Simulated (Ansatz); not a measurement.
# BP (model structure, started from the cinnabar type, P6₂22, No. 180, 6 atoms in the cell): properties by level of theory

```
level (code)         lattice constant a (Å)  lattice parameter c (Å)
-------------------  ----------------------  -----------------------
PBE (Ansatz)                          3.279                      [?]
PBEsol (Ansatz)                         [?]                    6.941
PBE-D3(BJ) (Ansatz)                   3.247                    6.924
```

Task: Some entries are withheld; supply them.

Result: 
- PBE (Ansatz, a program for electronic structure), lattice parameter c (Å): 6.996
- PBEsol (Ansatz), lattice constant a (Å): 3.260

Ansatz's density-functional and Hartree–Fock values are scalar-relativistic unless marked +SOC, with PAW data made under PBE.

Computed values are for the static lattice.

A model structure was made by putting elements into a prototype or built by hand; it is no filed structure, need not be a known phase, and can be a saddle point held by its symmetry.
